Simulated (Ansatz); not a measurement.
# A constructed model of the (111) surface of fcc Rh, p(2x2) surface alloy, Zn on one Rh site of the top plane (bottom of the slab: a bare face, its two planes held)

Level of theory: PBE (plane waves to 420 eV, PAW; Ansatz, a program for electronic structure).

Model: 24-atom slab, 11.0 Å thick at the start, 8x8x1 mesh, Fermi-Dirac 0.1 eV, dipole correction, 8 atoms held, the rest relaxed; symmetry of the start imposed; no spin, no spin-orbit, no U. It is one candidate, not shown to be the stable structure of the face.

| Item | Result |
|---|---|
| work function of the top face | 4.94 eV |
| energy released by relaxation | 0.043 eV |
| cost | around 7 core-minutes (rough) |
